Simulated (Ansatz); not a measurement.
Ge 6H (hcchcc) (a stacking that need not occur in nature), space group P6_3/mmc.

The geometry comes from a PBE relaxation.

```xyz
12
Lattice="4.0679 0.0000 0.0000 -2.0339 3.5229 0.0000 0.0000 0.0000 19.9913" Properties=species:S:1:pos:R:3 pbc="T T T"
Ge     0.0000     0.0000    -0.0070
Ge     0.0000     0.0000     2.5059
Ge     0.0000     4.6972     3.3422
Ge     0.0000     4.6972     5.8315
Ge     0.0000     2.3486     6.6630
Ge     0.0000     2.3486     9.1524
Ge     0.0000     0.0000     9.9886
Ge     0.0000     0.0000    12.5016
Ge     0.0000     2.3486    13.3378
Ge     0.0000     2.3486    15.8272
Ge     0.0000     4.6972    16.6587
Ge     0.0000     4.6972    19.1480
```

Level of theory: HSE06 (plane waves to 420 eV, PAW; Ansatz, a program for electronic structure). Spin–orbit coupling is left out. Its k-point mesh 6×6×1, Fermi–Dirac width 0.01 eV. HSE06 ran on meshes of its own (6×6×1); its edges and gaps are taken over the mesh and over extra points off it, mostly where PBE has its edges.

Task: List the levels next to the gap at (0.036, 0.000, 0.000) of this cell's own (folded) zone, from the top of the valence band (the table ends after a fixed count of bands, which can cut a degenerate set).

Result: 
```csv
band,E − E_v (eV)
v4,-0.521
v3,-0.483
v2,-0.112
v1,-0.025
c1,0.667
c2,0.732
c3,0.867
c4,1.042
```
